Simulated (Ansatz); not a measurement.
# A computed series for Rh: pressure series

Consider Rh in the fcc (Cu type) structure (space group Fm-3m, No. 225; a = 3.780 Å).

Cell and atoms are relaxed at each pressure.

All numbers come from PBEsol, PAW, 420 eV (Ansatz, a quantum-chemistry and plane-wave program; spin-orbit coupling left out).

Notes on the quantities. enthalpy: H = E + PV relative to the base's energy.

| case | density | shortest interatomic distance | enthalpy |
|---|---|---|---|
| base | 12.66 g/cm³ | 2.673 Å | – |
| pressure −2 GPa | 12.57 g/cm³ | 2.679 Å | -0.17 eV/atom |
| pressure −1 GPa | 12.61 g/cm³ | 2.676 Å | -0.08 eV/atom |
| pressure 0.3 GPa | 12.67 g/cm³ | 2.672 Å | +0.03 eV/atom |
| pressure 0.7 GPa | 12.69 g/cm³ | 2.671 Å | +0.06 eV/atom |
| pressure 1.5 GPa | 12.72 g/cm³ | 2.668 Å | +0.13 eV/atom |
| pressure 3 GPa | 12.78 g/cm³ | 2.664 Å | +0.25 eV/atom |
| pressure 5 GPa | 12.86 g/cm³ | 2.658 Å | +0.42 eV/atom |
| pressure 7.5 GPa | 12.96 g/cm³ | 2.652 Å | +0.62 eV/atom |
| pressure 10 GPa | 13.06 g/cm³ | 2.645 Å | +0.83 eV/atom |

Load acts through the strain it causes; cell and atoms are relaxed under it. Whether these cells are dynamically stable was not tested. Competing high-pressure phases were not computed. The final runs are not spin-polarised.
